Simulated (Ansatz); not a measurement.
monolayer SnSe$_{2}$: band-edge transport data

Input:

```
SnSe2
1.0
    3.82946     0.00000     0.00000
   -1.91473     3.31641     0.00000
    0.00000     0.00000    19.09975
Sn Se
1 2
Direct
  0.00000   0.00000   0.50000
  0.33333   0.66667   0.58416
  0.66667   0.33333   0.41584
```

Method: PBE with spin-orbit coupling, rigid bands (plane waves, PAW; Ansatz, a first-principles code). Condition of this run: biaxial strain -1 % with spin-orbit coupling. How the cell was made: cell and atoms relaxed with PBE, then loaded as said.

- band gap: 0.70 eV
- electron conductivity mass (300 K, dilute): 0.35 mₑ
- hole conductivity mass (300 K, dilute): 0.57 mₑ
- effective density of states N_c (300 K): 1.3e13 cm⁻²
- effective density of states N_v (300 K): 1.1e13 cm⁻²
- Seebeck coefficient, n-type 1.9e12 cm⁻², 300 K: -337 μV/K
- Seebeck coefficient, p-type 1.9e12 cm⁻², 300 K: 402 μV/K

Rigid bands; masses and Seebeck coefficients take one relaxation time τ for all states and one kind of carrier; polarons and phonon drag are left out.

Model free-standing layer, not matched to a measured one here: monolayer SnSe2.
